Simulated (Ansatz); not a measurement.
Consider the following.

```
CELL_PARAMETERS angstrom
      5.90871     0.00000     0.00000
      0.00000     5.90871     0.00000
      0.00000     0.00000     5.73975
ATOMIC_POSITIONS crystal
  Cs 0.00000 0.00000 0.00000
  Pb 0.50000 0.50000 0.50000
  Br 0.50000 0.00000 0.50000
  Br 0.00000 0.50000 0.50000
  Br 0.50000 0.50000 0.00000
```

No spin polarisation.

Level of theory: LDA in Ansatz (plane waves to 420 eV, PAW, no spin-orbit coupling). k-mesh 6×6×6 (Γ-centred); smearing 0.05 eV (Fermi–Dirac).

**Question.** Estimate the hole mass.

**Answer.** 0.11 mₑ out of plane, 0.13 mₑ in plane (at R).

**Question.** Estimate the gap character.

**Answer.** Direct at A.

Spin-orbit coupling, missing from the scalar runs, can matter with Pb. The cells carry an imposed strain or load. Masses are band curvatures over ±0.01 Å⁻¹ around the edge. No phonon test of stability was made. The cell was made from CsPbBr3 in the cubic perovskite structure (space group Pm-3m, No. 221) by this change: biaxial strain +2.40 %, plane normal [001], relaxed out of plane. Many cubic perovskites are stable only at high temperature; tilts and polar distortions were not tested. This is not the structure that CsPbBr3 has at room temperature and ambient pressure.

Ansatz is a program for electronic structure.
